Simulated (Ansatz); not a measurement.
The parent structure is MoSi₂ (space group I4/mmm, No. 139; relaxed with 0.1 eV smearing).

MoSi2 is modelled in the tetragonal space group I4/mmm (No. 139), Pearson symbol tI6. Cell: a = b = 3.1901 Å, c = 7.8220 Å, α = β = γ = 90.00°. Si on 4e is surrounded by 5 Si at 2.580–2.619 Å and 5 Mo at 2.599–2.621 Å. Mo on 2a has 10 Si at 2.599–2.621 Å and 4 Mo at 3.190 Å. (Neighbours: up to the widest gap in distance over summed covalent radii, below 1.35, at either atom; cation-cation and far metal-metal contacts left out.)
(The calculation used a cell of 3 atoms; values per cell refer to that cell.)

The values are results of Ansatz (an electronic-structure program) PBEsol, no spin-orbit coupling, not measurements.

Base values:

The band gap is zero.

It is then changed as follows: the cell is scaled by 0.9800 in all directions; the atoms relax in the strained cell.

### Question
What happens to the energy relative to the base?

### Answer
The energy increases by 35 meV/atom.

### Question
What happens to the band gap?

### Answer
The band gap stays zero.

Whether these cells are dynamically stable was not tested. All final runs are without spin polarisation.
